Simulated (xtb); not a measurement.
xtb 6.7.1, GFN2-xTB: Fe(OH)(NMe2) (C[N](C)[Fe][OH]), charge 0, multiplicity 5, 12 atoms. The geometry is a generated start, not checked to be a minimum at this level.

```json
{
 "method": "GFN2-xTB",
 "--acc": "1 (default)",
 "--etemp (K)": "300 (default)",
 "detailed input (--input)": "none: ANC optimiser, Lindh (1995) Hessian, microcycle=20, maxdispl=1.0, hlow=0.01 (default)",
 "basis_functions": "33",
 "valence_electrons": "34"
}
```

```xyz
12

Fe     1.2611     0.2562    -1.5151
O      2.0343     1.9345    -1.4309
H      2.4023     2.7939    -1.2394
N     -0.0763    -0.2434    -0.1253
C     -0.7377     0.5635     0.8634
C     -0.4562    -1.6273    -0.0091
H     -1.8315     0.5224     0.7454
H     -0.5058     0.2142     1.8808
H     -0.4095     1.5962     0.7604
H     -0.2907    -2.0027     1.0119
H     -1.5229    -1.7742    -0.2394
H      0.1329    -2.2333    -0.7027
```

Charge 0 and multiplicity 5 are set for this test and not shown to be the ground state. GFN-xTB has no spin term: --uhf 4 sets the occupations alone.

The structure is relaxed from this start with --opt LEVEL for the levels crude, sloppy, loose, lax, normal, tight, vtight, extreme, once each. Up to the end of the extreme run atoms move by at most 0.26 Å along an axis.

Task: Which level is enough to come within 5 meV of the tightest end point?

Result: lax: 9 cycles against 17, ending 0.51 meV above.

```tsv
level	cycles	energy above the extreme run (meV)	gradient norm (eV/Å)
crude	1	12	0.19
sloppy	1	12	0.19
loose	1	12	0.19
lax	9	0.51	0.053
normal	11	0.090	0.029
tight	13	0.033	0.016
vtight	16	under 0.01	0.0030
extreme	17	—	0.0013
```
